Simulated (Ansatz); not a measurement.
Start from YPt₃ in the Cu3Au type structure (space group Pm-3m, No. 221; a = 4.063 Å).

Levels (all Ansatz, an electronic-structure program, PAW): PBEsol (420 eV, without spin-orbit coupling); PBEsol+SOC (420 eV, noncollinear with spin-orbit coupling).

The geometry is relaxed with PBEsol.

PBEsol pressure: 0.0 GPa

**Question.** How does going to PBEsol+SOC change the pressure?

**Answer.** The pressure goes from zero to -0.3 GPa.

Single points use the geometry relaxed with PBEsol. The spin-orbit shifts are approximate. No phonon test of stability was made. The runs without spin-orbit coupling are not spin-polarised.
